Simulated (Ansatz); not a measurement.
The starting structures come from a database of crystals and need not be the phases stable at ambient conditions.

 Where the default PAW files enter, the runs use the earlier of Ansatz's two default sets.

Tunnelling through a barrier is set by its complex band structure: the current falls as exp(−2κd) with the smallest κ.

Input:

```xyz
6
Lattice="6.3450 0.0000 0.0000 3.1725 9.0299 0.0294 3.1725 -0.3774 1.7923" Properties=species:S:1:pos:R:3 pbc="T T T"
Hg     3.1725    -0.2028     0.9632
Hg     5.6112     5.6811     1.6291
Hg     7.0788     2.7969     1.0218
O      3.1725     4.3666     0.7194
O      4.5893     1.2332     1.2955
O      4.9282     7.3790     0.7177
```

Space group of this cell: P3_221. The cell was relaxed by PBE-D3(BJ); by PBEsol its mean pressure is -2.9 GPa.

Transport runs along the normal of the first two printed cell vectors, the (111) plane of the conventional cell.

No gap correction and no spin-orbit coupling; mid-gap values are interpolated between computed energies.

**Question.** State the band gap and the smallest decay constant κ at mid-gap according to Ansatz (a quantum-chemistry and plane-wave program) with PBEsol.

**Answer.** Gap 1.36 eV on a 16×16×16 mesh; κ = 0.310 1/Å, at (-0.167, 0.250) of the in-plane reciprocal vectors. At the zone centre, at the nearest computed energy, the slowest state has κ = 0.32 1/Å.
